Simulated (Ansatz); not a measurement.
SiC (model structure, started from the NiAs type, P6₃/mmc, No. 194, 4 atoms in the cell) was calculated with r²SCAN (Ansatz, a quantum-chemistry and plane-wave program, PAW).

Input:

Ansatz 0.2 input:
```yaml
crystal:
  lattice:
    - [2.8517905141, 0.0, 0.0]
    - [-1.425895257, 2.4697230315, 0.0]
    - [0.0, 0.0, 4.7377510231]
  atoms:
    - { symbol: Si, position: [0.0, 0.0, 0.0] }
    - { symbol: Si, position: [0.0, 0.0, 0.5] }
    - { symbol: C, position: [0.3333333333, 0.6666666667, 0.25] }
    - { symbol: C, position: [0.6666666667, 0.3333333333, 0.75] }
basis:
  ecutwfc: 560
  ecutrho_ratio: 4
  xc_grid: 3
kpoints:
  mp_grid: { grid: [24, 24, 12] }
hamiltonian:
  xc: r2scan
  dispersion: none
  pseudopotentials: { kind: paw }
scf:
  occupations: { method: fermi_dirac, width: 0.05 }
  convergence: { dr2_threshold: 0.0000000004 }
output:
  forces: true
  stress: true
  eigenvalues: true
```

Output (set-up and result lines):

```
Crystal: 4 atoms, lattice volume = 33.369 Å³
Basis set: ecut = 560 eV, 1003 PW (Γ), exchange–correlation on 72×72×120 points (27 copies of the dense FFT grid, shifted against one another)
Bands: 12, of which v1, the nominal top of the filled ones, is band 8 counted from 1 (7 counted from 0)
Symmetry: 24 space group operations
Space group: P63/mmc (ITA 194), of the structure as read, at distance tolerance 3.2e-5 Å
k-points: 427 of 6912
Functional: x = r2scan, c = r2scan; τ floored in thin density (d = 2e-4 eV/Å³)
SCF iter   1: F=—  HF=-1779.114376 eV  |F-HF|=—  |Δ(HF+E_count)|=         —  Δρ=1.06e-2  dr2=3.81e-2  dr2_τ=3.90e-1
SCF iter   2: F=—  HF=-1779.262908 eV  |F-HF|=—  |Δ(HF+E_count)|=   1.49e-1  Δρ=7.86e-3  dr2=1.85e-2  dr2_τ=1.61e-4
  ...
SCF iter   6: F=—  HF=-1779.260313 eV  |F-HF|=—  |Δ(HF+E_count)|=   1.77e-7  Δρ=3.74e-6  dr2=2.53e-9  dr2_τ=3.64e-11
SCF iter   7: F=-1779.260313 eV  HF=-1779.260313 eV  |F-HF|=1.23e-11  |Δ(HF+E_count)|=   1.60e-9  Δρ=9.28e-7  dr2=2.22e-10  dr2_τ=5.42e-12
SCF 1 converged in 7 iterations: F = -1779.260313 eV  dr2 = 2.22e-10
SCF converged after 7 iterations
Free energy (F): -1779.260313 eV
Internal energy: -1779.256983 eV  (E = F + TS)
E sigma→0 (E₀):  -1779.258648 eV
Fermi energy:    13.733052 eV
--- Stress (GPa, compression-positive) ---
        0.855798      -0.000000       0.000000
       -0.000000       0.855798       0.000000
        0.000000       0.000000      -6.279177
  P = ⅓ Tr σ = -1.5225 GPa (-15.225 kbar)
```

The PAW data were made under PBE.

Note: the relaxation could raise the start's symmetry but not lower it, so the cell can be a saddle point. Note: cell and atoms aren't relaxed at this level (pressure -1.5 GPa).

The result took roughly 26 core-seconds.

A model structure was made by putting elements into a prototype or built by hand; it is no filed structure, need not be a known phase, and can be a saddle point held by its symmetry.
